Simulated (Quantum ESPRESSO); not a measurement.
**How far to go with the plane-wave cutoff: Bi (R-3m, 2 atoms in the cell)**

```yaml
crystal:
  lattice:
    - [2.26363, -1.30690, 3.93357]
    - [0.00000, 2.61381, 3.93357]
    - [-2.26363, -1.30690, 3.93357]
  atoms:
    - { symbol: Bi, position: [0.23824, 0.23824, 0.23824] }
    - { symbol: Bi, position: [0.76600, 0.76600, 0.76600] }
```

Computed with PBEsol, SSSP 1.1.2 efficiency (PBE) pseudopotentials (plane waves; Quantum ESPRESSO 7.5).

Base settings: ecutwfc = 40 Ry; ecutrho = 320 Ry; occupations = smearing; smearing = gauss; degauss = 0.0073499 Ry; input_dft = pbesol; potentials = {Bi: Bi_pbe_v1.uspp.F.UPF}; K_POINTS = automatic 3 3 3 0 0 0; conv_thr = 1e-10 Ry; mixing_beta = 0.4.

Moved along: ecutrho.

The second cell is the first with its lattice scaled by 0.98.

The mesh stays at the base's, so the ladder's end is converged at best in this setting alone.

Only quantities that move along the ladder and can be compared are tabulated.

The count of work is k-points × plane waves × bands × iterations; it is no time. 

The starting cell has typed, rounded lattice constants, without a prior relaxation at this level. Its lattice was rescaled by up to half a per cent. One atom was moved a little off its site on purpose.

```csv
ecutwfc,free energy less the last step's (meV/atom),energy of the compressed cell less the first (meV/atom),pressure (GPa),largest difference of a force vector from the last step's (eV/Å),count of work / last
14 Ry,700.68,7.83,-12.37,0.009,0.048
16 Ry,525.66,10.63,-1.07,0.005,0.060
18 Ry,507.39,11.36,-2.24,0.005,0.075
20 Ry,414.72,9.62,-4.58,0.008,0.096
22 Ry,285.90,5.82,-5.17,0.008,0.10
24 Ry,173.52,6.17,-4.25,0.003,0.12
28 Ry,70.09,10.62,-1.54,0.001,0.15
32 Ry,61.09,10.41,-0.85,0.001,0.18
36 Ry,51.31,10.67,-1.32,0.000,0.21
40 Ry,30.69,9.65,-1.42,0.000,0.25
44 Ry,16.38,10.34,-1.08,0.000,0.26
48 Ry,12.82,10.44,-0.83,0.001,0.35
54 Ry,11.78,10.41,-0.90,0.000,0.39
60 Ry,6.84,10.46,-0.97,0.000,0.46
70 Ry,2.76,10.43,-0.82,0.000,0.57
80 Ry,2.03,10.44,-0.85,0.000,0.70
96 Ry,0.00,10.43,-0.82,0.000,1.0
```

Coarsest ecutwfc that holds the energy of the compressed cell less the first within 1 meV/atom of the last step, with all finer ones: 28 Ry, at 0.15 of the last step's count of work; the step before is off by 4.3 meV/atom.

State of the free energy at the end of the ladder: still drifting one way, by 2.8 meV/atom over the last two steps, so the last step is no safe reference.

Two neighbours can agree and both be off: 22 Ry and 24 Ry differ by 0.35 meV/atom in the energy of the compressed cell less the first, yet lie about 4.3 meV/atom from the last step.

At the lowest cutoff the pressure lies 11.5 GPa under the last step's, the usual sign of Pulay stress in an incomplete plane-wave basis.
